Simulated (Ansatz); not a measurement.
The starting structures come from a database of crystals and need not be the phases stable at ambient conditions.

# Evanescent states of WO3 (P6/mmm, not sure to be the ambient phase, 12 atoms a cell, 15.1 Å³ an atom) along the normal of (110)

The numbers are results of PBEsol (plane waves, PAW; Ansatz, an electronic-structure program), not measurements.

The gap is the functional's own. No spin-orbit coupling. Mid-gap values are interpolated on the energy grid.

Energies count from the valence-band top; κ is the least over a 8×4 mesh across the current.

```json
[
 {"E (eV)": "0.03", "κ (1/Å)": "0.106", "where": "off Γ"},
 {"E (eV)": "0.07", "κ (1/Å)": "0.137", "where": "Γ"},
 {"E (eV)": "0.12", "κ (1/Å)": "0.133", "where": "Γ"},
 {"E (eV)": "0.17", "κ (1/Å)": "(withheld)", "where": "Γ"},
 {"E (eV)": "0.23", "κ (1/Å)": "(withheld)", "where": "Γ"},
 {"E (eV)": "0.28", "κ (1/Å)": "(withheld)", "where": "Γ"},
 {"E (eV)": "0.33", "κ (1/Å)": "(withheld)", "where": "Γ"},
 {"E (eV)": "0.38", "κ (1/Å)": "(withheld)", "where": "Γ"},
 {"E (eV)": "0.42", "κ (1/Å)": "(withheld)", "where": "Γ"},
 {"E (eV)": "0.47", "κ (1/Å)": "0.085", "where": "Γ"},
 {"E (eV)": "0.53", "κ (1/Å)": "0.071", "where": "Γ"},
 {"E (eV)": "0.57", "κ (1/Å)": "0.048", "where": "Γ"}
]
```

Task: Some entries are withheld; supply them.

Result: 
- 0.17, κ (1/Å): 0.129
- 0.23, κ (1/Å): 0.124
- 0.28, κ (1/Å): 0.119
- 0.33, κ (1/Å): 0.112
- 0.38, κ (1/Å): 0.105
- 0.42, κ (1/Å): 0.096
